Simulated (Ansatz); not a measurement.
Take CuAu (space group P4/mmm, No. 123; a = 2.813 Å, c = 3.593 Å; relaxed with 0.1 eV smearing) as the base.

All numbers come from PBEsol in Ansatz (plane waves to 420 eV, PAW, scalar-relativistic without spin-orbit coupling).

For the base:

```
Item       Result
--------  -------
Band gap     zero
Pressure  0.0 GPa
```

Modification: the cell is scaled by 1.0050 in all directions, atoms relaxed at fixed cell.

Task: What does the calculation give for the energy relative to the base after the change?

Result: The energy rises by 1.7 meV/atom.

Task: What does the calculation give for the band gap after the change?

Result: The band gap remains zero.

Task: What does the calculation give for the pressure after the change?

Result: The pressure (mean of the normal stresses, compression positive) goes from zero to -2.5 GPa.

The cells carry an imposed strain or load. No phonon test of stability was made. All final runs are without spin polarisation.

Ansatz is a quantum-chemistry and plane-wave program.
